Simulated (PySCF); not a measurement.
PySCF 2.14.0, B3LYP/def2-tzvp, df: Zr(NH)(F)(NH2) ([NH]=[Zr]([NH2])[F]), 7 atoms. The geometry is a generated start, not checked to be a minimum at this level.

task: energy
method: b3lyp
basis: def2-tzvp
two-electron scheme: density fitting
mol.max_memory: 3000 MB
mf.max_cycle: 100
mf.init_guess: minao (default)
mf.DIIS: CDIIS (default)
mf.conv_tol: 1e-09 (default)
mf.grids.level: 3 (default)
effective core potentials: those of the basis set, past Kr
basis functions: 151
grid points: 93880

```xyz
7

Zr     1.0196    -0.3549     0.3604
N      0.1872    -1.6097    -0.7853
H     -0.7856    -1.9244    -0.5821
F      0.2139    -0.5057     2.0695
N      0.1949     1.3998    -0.3070
H     -0.4763     1.7100     0.4183
H     -0.3537     1.2849    -1.1738
```

Charge 0 and multiplicity 1 are set for this test and not shown to be the ground state.

One run each on 2 threads, 1 BLAS thread. Values of diis_space tried: 3, 5, 8 (default), 12, 20.

Task: Which value of diis_space needs the fewest Fock builds, and what happens away from it?

Result: Fewest Fock builds, within one of each other: 5 with 15, 8 (default) with 14, 12 with 14, 20 with 14. The count rises to 37 at 3. All converge to one solution.

```
diis_space   Fock builds            end
-----------  -----------  -------------
3                     37  same solution
5                     15  same solution
8 (default)           14  same solution
12                    14  same solution
20                    14  same solution
```
